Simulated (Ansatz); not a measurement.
Functionals compared on F on the 1x1 (110) surface of bcc Ta, one in a 2x2 cell, started at the site 'bridge Ta-Ta (span 3.3 Å)', in Ansatz (plane waves, PAW). The structure was relaxed with PBE; the other rows are single points on it, each with its references at the same level. Cutoff 420 eV (500 eV for r2SCAN).

Set-up: 17 atoms, 6.8 Å thick at the start under the adsorbate (thin: gaps and levels are the slab's own); mesh 5x5x1; 0.1 eV smearing; dipole correction on; 8 atoms held, the rest relaxed; symmetry of the start imposed; no spin, no spin-orbit, no U, no dispersion correction. At the end it is bonded to 4 Ta. In PBE this state lies 0.07 eV over the lowest of the starts that converged ('hollow Ta-Ta-Ta'). These notes are the PBE run's. Adsorption energies are against ½ F2(g). A negative adsorption energy means that the adsorbate is more stable on the surface than in its reference.

```json
[
 {"functional": "PBE", "adsorption energy (eV)": "-4.45", "work function of the top face (eV)": "4.55", "change of the work function (eV)": "-0.22", "rough cost of the single point": "–"},
 {"functional": "RPBE", "adsorption energy (eV)": "-4.26", "work function of the top face (eV)": "4.42", "change of the work function (eV)": "-0.24", "rough cost of the single point": "roughly 50 core-seconds"},
 {"functional": "r2SCAN", "adsorption energy (eV)": "-4.92", "work function of the top face (eV)": "4.63", "change of the work function (eV)": "-0.25", "rough cost of the single point": "around 100 core-seconds (rough)"}
]
```

Ansatz is a quantum-chemistry and plane-wave program.
